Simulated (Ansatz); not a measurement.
Parameter sweep on K (Im-3m, 1 atom in the cell)

```
CELL_PARAMETERS angstrom
     -2.68542     2.68542     2.68542
      2.68542    -2.68542     2.68542
      2.68542     2.68542    -2.68542
ATOMIC_POSITIONS crystal
  K  0.00000 0.00000 0.00000
```

Base run A: PBE, PAW files (Ansatz, a first-principles code), self-consistent single point.

Its settings: basis.ecutwfc = 420 eV; kpoints.mp_grid.grid = 9 9 9; hamiltonian.xc = pbe; hamiltonian.pseudopotentials = {kind: paw} (the program's default PAW files); scf.occupations.method = cold; scf.occupations.width = 0.2 eV.

The starting cell comes from a database of computed structures (which also holds hypothetical and non-ambient phases and stackings), without a prior relaxation at this level. Its lattice was rescaled by a random factor within 2.5 % of one. Ansatz's pressure includes its estimate of the finite-basis (Pulay) stress.

ΔF is the free energy per atom less that of run A. 

Run A gave: pressure (GPa) -0.17; iterations 6.

Runs:
- B: scf.mixing.algorithm, scf.mixing.ndim = anderson, default
- C: scf.mixing.algorithm, scf.mixing.ndim = anderson, 4
- D: scf.mixing.algorithm, scf.mixing.ndim = broyden, default
- E: scf.mixing.algorithm, scf.mixing.ndim = broyden, 2
- F: scf.mixing.algorithm, scf.mixing.ndim = msr1, default
- G: scf.mixing.algorithm, scf.mixing.ndim = msr1, 12

### Question
Which runs reach the base run's state, and which is quickest in iterations?

### Answer
Runs B, C, D, E, F, G reached the same state as A (within 1 meV/atom). The fewest iterations to that state were 6 (A, F, G); the most were 9.

```
run  ΔF (meV/atom)  pressure (GPa)  iterations
---  -------------  --------------  ----------
A             0.00           -0.17           6
B             0.00           -0.17           9
C             0.00           -0.17           7
D             0.00           -0.17           9
E             0.00           -0.17           7
F             0.00           -0.17           6
G             0.00           -0.17           6
```

Keys are those of Ansatz 0.2.
